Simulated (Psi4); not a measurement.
Psi4 1.11, B3LYP/def2-svpd: diboron tetrafluoride (FB(F)B(F)F), 6 atoms. The geometry is a generated start, not checked to be a minimum at this level.

```json
{
 "task": "energy",
 "method": "b3lyp",
 "basis": "def2-svpd",
 "memory": "3 GB",
 "maxiter": "100",
 "keys_of_the_molecule_block": "symmetry c1",
 "scf_type": "df (default)",
 "diis_max_vecs": "10 (default)",
 "e_convergence": "1e-06 (default)",
 "d_convergence": "1e-06 (default)",
 "dft_radial_points": "75 (default)",
 "dft_spherical_points": "302 (default)",
 "basis_functions": "132",
 "grid_points": "131304"
}
```

```xyz
6

F     -1.5567    -1.0398     0.4826
B     -0.8570    -0.0575    -0.0416
F     -1.6134     0.8357    -0.6417
B      0.8566     0.0545     0.0437
F      1.6746    -0.8307    -0.4848
F      1.4959     1.0378     0.6418
```

With the defaults (diis = true, scf_initial_accelerator = adiis, damping_percentage = 0, guess = auto, which took SAD, soscf = false, soscf_start_convergence = 0.01) it converges in 7 SCF iterations. One run each on 2 threads, with these changes:
- soscf = true, soscf_start_convergence = 0.1
- diis = false, scf_initial_accelerator = none, damping_percentage = 60
- guess = sap
- scf_initial_accelerator = ediis
- guess = sapgau
- scf_initial_accelerator = none
- guess = gwh
- guess = core
- damping_percentage = 20

Which runs fail or end elsewhere than the default run?

No convergence: diis = false, scf_initial_accelerator = none, damping_percentage = 60 (the run ends without SCF convergence in 100 iterations). The rest reach the solution of the defaults.

```
setting                                                                SCF iterations  JK calls             end
---------------------------------------------------------------------  --------------  --------  --------------
soscf = true, soscf_start_convergence = 0.1                                         5        16   same solution
the defaults                                                                        7         8   same solution
scf_initial_accelerator = ediis                                                     7         8   same solution
scf_initial_accelerator = none                                                      7         8   same solution
guess = sap                                                                         8         8   same solution
guess = sapgau                                                                      8         8   same solution
guess = gwh                                                                        10        10   same solution
guess = core                                                                       12        12   same solution
damping_percentage = 20                                                            20        21   same solution
diis = false, scf_initial_accelerator = none, damping_percentage = 60             100       101  no convergence
```

An SOSCF iteration holds several JK calls; a Hückel guess adds calls on atoms.
